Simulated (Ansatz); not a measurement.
**HgTe (model structure, within 0.1 Å of P4/mmm, No. 123, 4 atoms in the cell)**

Calculation: PBEsol (Ansatz, an electronic-structure program, PAW).

Settings: plane-wave cutoff 500 eV, 8×8×6 k mesh (along the axes of the cell as run), Fermi–Dirac smearing 0.05 eV, scalar-relativistic PAW data made under PBE.

Cell (relaxed at this level):

```cif
data_Hg2Te2
_chemical_formula_sum 'Hg2 Te2'
_space_group_name_H-M_alt 'P 1'
_space_group_IT_number 1
_cell_length_a 4.23476
_cell_length_b 4.23476
_cell_length_c 6.55921
_cell_angle_alpha 90.000
_cell_angle_beta 90.000
_cell_angle_gamma 90.000
loop_
_space_group_symop_operation_xyz
  'x, y, z'
loop_
_atom_site_label
_atom_site_type_symbol
_atom_site_fract_x
_atom_site_fract_y
_atom_site_fract_z
_atom_site_occupancy
Hg1 Hg 0.50000 0.00000 0.49972 1
Hg2 Hg 0.00000 0.50000 0.50028 1
Te1 Te 0.00000 0.00000 0.00000 1
Te2 Te 0.50000 0.50000 0.00000 1
```

| Item | Value |
|---|---|
| band gap | zero (no gap) |

Spin–orbit coupling is not included; it can shift volumes and moduli of such heavy elements.

Static lattice: no zero-point or thermal effects.

A model structure was made by putting elements into a prototype or built by hand; it is no filed structure, need not be a known phase, and can be a saddle point held by its symmetry.
